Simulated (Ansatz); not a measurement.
Ga interstitial (zinc-blende GaSb host)

The numbers are results of PBE, PAW (plane waves to 420 eV; Ansatz, an electronic-structure program), not measurements. Cell and caveats: 64-site cell; 2×2×2 shifted k-points; start: void with 4Sb nearest; no spin–orbit coupling; the functional closes the host's gap; not converged in cell size.

Neighbours after relaxation, in Å: of the Ga atom: Sb 2.81, Sb 2.81, Sb 2.81, Sb 2.81.

Formation energies E_f are those of the neutral cell. Chemical conditions: Ga-rich (Δμ(Ga) = 0.00 eV; only phases computed here count, gases as isolated molecules at 0 K); Sb-rich (Δμ(Ga) = -0.32 eV; only phases computed here count, gases as isolated molecules at 0 K). Reference phases: Ga: alpha gallium.

The name describes the start; the neighbours show where the atoms ended.

```tsv
charge	moment (μB)	largest move off a lattice site (Å)	E_f, Ga-rich (eV)	E_f, Sb-rich (eV)
0†	quenched	0.14	1.64	1.97
```

† Not settled in this cell, so no level is given: charge 0: a level filled in part.

Starting moments that weren't kept: charge 0 began with 1 μB and ended with 0.0.

Not the lowest form: the same atoms on another site or from another start ended lower, by 0.30 eV at charge 0.
